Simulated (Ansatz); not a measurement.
**PbSe: pressure 2.1 GPa**

Start from PbSe in the rock salt structure (space group Fm-3m, No. 225; a = 6.2178 Å).

The change: a hydrostatic pressure of 2.1 GPa.

Level of theory: PBE/PAW in Ansatz (an electronic-structure program), no spin-orbit coupling. k-mesh 9×9×9 (Γ-centred); smearing 0.05 eV (Fermi–Dirac).

The density grows by 0.33 g/cm³, from 7.91 g/cm³ to 8.24 g/cm³ and the lattice parameter a shrinks by 0.085 Å to 6.133 Å. The shortest interatomic distance shrinks by 0.043 Å, from 3.109 Å to 3.066 Å and the band gap shrinks by 0.13 eV, from 0.43 eV to 0.30 eV. The gap character remains direct at L and the mean gap deformation potential ΔEg/Δln V amounts to +3.1 eV. The width of the top valence band grows by 0.28 eV, from 2.92 eV to 3.20 eV and the electron mass becomes 0.11 mₑ along k, 0.12 mₑ across (at L) (base: 0.15 mₑ along k, 0.12 mₑ across (at L)). The hole mass becomes 0.13 mₑ along k, 0.10 mₑ across (at L) (base: 0.18 mₑ along k, 0.11 mₑ across (at L)) and the valley order (the lowest conduction-band minima on the path, energy above the VBM, named in the base's zone) becomes L along ⟨111⟩ 0.30 eV; a point along ⟨110⟩, about 0.6 Å⁻¹ from Γ 1.13 eV (base: L along ⟨111⟩ 0.43 eV; a point along ⟨110⟩, about 0.6 Å⁻¹ from Γ 1.22 eV).

Final structure:

```
PbSe
1.0
    0.00000     3.06634     3.06634
    3.06634     0.00000     3.06634
    3.06634     3.06634     0.00000
Pb Se
1 1
Direct
  0.00000   0.00000   0.00000
  0.50000   0.50000   0.50000
```

With Pb present, leaving out spin-orbit coupling can change the band edges. Load acts through the strain it causes; cell and atoms are relaxed under it. Masses are band curvatures over ±0.01 Å⁻¹ around the edge. Along k means along the line from Γ to the band edge. No phonon test of stability was made.
